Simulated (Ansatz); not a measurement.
Take HgTe in the zinc blende structure (space group F-43m, No. 216) as the base.

```yaml
crystal:
  lattice:
    - [0.00000, 3.25489, 3.25489]
    - [3.25489, 0.00000, 3.25489]
    - [3.25489, 3.25489, 0.00000]
  atoms:
    - { symbol: Hg, position: [0.00000, 0.00000, 0.00000] }
    - { symbol: Te, position: [0.25000, 0.25000, 0.25000] }
```

Cartesian axes are those of the cell as printed.

Computed with PBEsol/PAW in Ansatz (a first-principles code), no SOC.

Before the change:

```
Item                               Result
-----------------------------  ----------
Pressure                          0.0 GPa
Shortest interatomic distance  5.327 bohr
```

It is then changed as follows: the cell is compressed by 3.00 % along z with no lateral relaxation; the atoms relax in the strained cell.

How does this affect the energy relative to the base, pressure and shortest interatomic distance?

The energy increases by 5.3 meV/atom; the pressure (mean of the normal stresses, compression positive) goes from zero to 1.4 GPa; the shortest interatomic distance drops by 0.053 bohr, from 5.327 bohr to 5.274 bohr.

Stability against distortions was not tested. The final runs are not spin-polarised.
